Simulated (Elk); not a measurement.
**Worked example: self-consistent single point of Na (Im-3m, 1 atom in the cell) in Elk**

Level of theory: PBE, all-electron FP-LAPW, Elk's shipped species files, default APW+lo basis (Elk).

The input file:

```
tasks
  0

xctype
  20

swidth
  0.00367493

maxscl
  100

avec
   -3.9362711717    3.9362711717    3.9362711717
    3.9362711717   -3.9362711717    3.9362711717
    3.9362711717    3.9362711717   -3.9362711717

atoms
  1
  'Na.in'
  1
  0.0000000000  0.0000000000  0.0000000000    0.0 0.0 0.0

ngridk
  8 8 8
```

Log, with long lists cut:

```
│ Elk code version 10.2.4 │

All units are atomic (Hartree, Bohr, etc.)

│ Ground-state run starting from atomic densities │

Lattice vectors :
  -3.936271172       3.936271172       3.936271172
   3.936271172      -3.936271172       3.936271172
   3.936271172       3.936271172      -3.936271172

Unit cell volume      :    243.9579751
Brillouin zone volume :    1.016774358

Muffin-tin inner radius fraction :   0.1000000000E-01

Nuclei treated as point charges

Species :    1 (Na)
 parameters loaded from : Na.in
 name : sodium
 nuclear charge    :   -11.00000000
 electronic charge :    11.00000000
 atomic mass :    41907.78700
 muffin-tin radius :    2.200000000
 number of radial points in muffin-tin :    397
 atomic positions (lattice), magnetic fields (Cartesian) :
   1 :   0.00000000  0.00000000  0.00000000    0.00000000  0.00000000  0.00000000

Total number of atoms per unit cell :    1

Spin treatment :
 spin-unpolarised

Number of Bravais lattice symmetries :   48
Number of crystal symmetries         :   48
Crystal has inversion symmetry
Real symmetric eigensolver will be used

k-point grid :      8     8     8
k-point offset :    0.000000000       0.000000000       0.000000000
k-point set is reduced with full crystal symmetry group
Total number of k-points :       29

Muffin-tin radius times maximum |G+k| :    7.000000000
 using average radius
Maximum |G+k| for APW functions       :    3.181818182
Maximum (1/2)|G+k|²                   :    5.061983471
Maximum |G| for potential and density :    12.00000000
 potential will be trimmed for |G| > 2 gkmax
Constant for pseudocharge density :    7
Radial integration step length :    4

G-vector grid sizes :     27    27    27
Number of G-vectors :     7107

Maximum angular momentum used for
 APW functions                      :    8
 outer part of muffin-tin           :    6
 inner part of muffin-tin           :    1

Total nuclear charge    :   -11.00000000
Total core charge       :    2.000000000
Total valence charge    :    9.000000000
Total excess charge     :    0.000000000
Total electronic charge :    11.00000000

Effective Wigner radius, rₛ :    1.742921826

Number of empty states         :    4
Total number of valence states :    9
Total number of core states    :    2

Total number of local-orbitals :    8

Exchange-correlation functional :     20     0     0
 Perdew-Burke-Ernzerhof, Phys. Rev. Lett. 77, 3865 (1996)
 gradient requirement :    1
 generalised gradient approximation (GGA)

Smearing type :    3
 Fermi-Dirac
Smearing width :   0.3674930000E-02
Effective electronic temperature (K) :    1160.451112

Mixing type :    3
 Broyden mixing, J. Phys. A: Math. Gen. 17, L317 (1984)

Kohn-Sham potential initialised from atomic data

│ Self-consistent loop started │
│ Loop number : 1 │
 total energy                :     -162.625012603
│ Loop number : 2 │
 total energy                :     -162.623048962
RMS change in Kohn-Sham potential (target) :    1.105215944     (  0.1000000000E-05)
Absolute change in total energy (target)   :   0.1963640745E-02 (  0.1000000000E-03)
│ Loop number : 3 │
 total energy                :     -162.544501847
RMS change in Kohn-Sham potential (target) :   0.5895011330     (  0.1000000000E-05)
Absolute change in total energy (target)   :   0.7903802510E-01 (  0.1000000000E-03)
│ Loop number : 4 │
 total energy                :     -162.496184491
RMS change in Kohn-Sham potential (target) :   0.2331287662     (  0.1000000000E-05)
Absolute change in total energy (target)   :   0.6807686277E-01 (  0.1000000000E-03)
│ Loop number : 5 │
 total energy                :     -162.475845962
RMS change in Kohn-Sham potential (target) :   0.7669259125E-01 (  0.1000000000E-05)
Absolute change in total energy (target)   :   0.3735774422E-01 (  0.1000000000E-03)
│ Loop number : 6 │
 total energy                :     -162.468349685
RMS change in Kohn-Sham potential (target) :   0.2037843094E-01 (  0.1000000000E-05)
Absolute change in total energy (target)   :   0.1683571334E-01 (  0.1000000000E-03)
│ Loop number : 7 │
 total energy                :     -162.465417644
RMS change in Kohn-Sham potential (target) :   0.1995311578E-02 (  0.1000000000E-05)
Absolute change in total energy (target)   :   0.7140969524E-02 (  0.1000000000E-03)
│ Loop number : 8 │
 total energy                :     -162.465168046
RMS change in Kohn-Sham potential (target) :   0.5674731105E-03 (  0.1000000000E-05)
Absolute change in total energy (target)   :   0.2034839740E-02 (  0.1000000000E-03)
│ Loop number : 9 │
 total energy                :     -162.465065351
RMS change in Kohn-Sham potential (target) :   0.1673981230E-04 (  0.1000000000E-05)
Absolute change in total energy (target)   :   0.6114049631E-03 (  0.1000000000E-03)
│ Loop number : 10 │
 total energy                :     -162.465060353
RMS change in Kohn-Sham potential (target) :   0.7130405726E-05 (  0.1000000000E-05)
Absolute change in total energy (target)   :   0.1578490570E-03 (  0.1000000000E-03)
│ Loop number : 11 │
 total energy                :     -162.465057417
RMS change in Kohn-Sham potential (target) :   0.6037125897E-06 (  0.1000000000E-05)
Absolute change in total energy (target)   :   0.4239852296E-04 (  0.1000000000E-03)
Convergence targets achieved

│ Loop number : 12 │

Energies :
 Fermi                       :     0.156150890629E-01
 sum of eigenvalues          :     -85.0069239399
 electron kinetic            :      162.496445155
 core electron kinetic       :      112.823711961
 Coulomb                     :     -310.575730063
 Coulomb potential           :     -228.984982307
 nuclear-nuclear             :     -25.2101275758
 electron-nuclear            :     -341.746222667
 Hartree                     :      56.3806201798
 Madelung                    :     -196.083238909
 xc potential                :     -18.5183867872
 exchange                    :     -13.9976748458
 correlation                 :    -0.387359478778
 electron entropic           :    -0.738557090338E-03
 total energy                :     -162.465057790

Density of states at Fermi energy :    17.00585681
 (states/Hartree/unit cell)

Estimated indirect band gap :   0.9470972403E-02
 from k-point      9 to k-point      8
Estimated direct band gap   :   0.1407595739
 at k-point      9

Charges :
 core                        :    2.000000000
 valence                     :    9.000000000
 interstitial                :   0.9551973056
 muffin-tins (core leakage)
  species :    1 (Na)
   atom    1                 :    10.04480269     (  0.1776356839E-14)
 total in muffin-tins        :    10.04480269
 total calculated charge     :    10.99961782
 total charge                :    11.00000000
 error                       :   0.3821821240E-03

│ Self-consistent loop stopped │
```

The run converged in 12 iterations. The count includes the last loop, which Elk runs after its targets are met.

The starting cell comes from a database of computed structures (which also holds hypothetical and non-ambient phases and stackings), without a prior relaxation at this level. Its lattice was rescaled by a random factor within 2.5 % of one. Values depend on the basis (sphere radii, cutoffs, local orbitals), which need not be converged. The log's line on a gap gives a spacing of levels on this mesh, which the program prints for metals too.
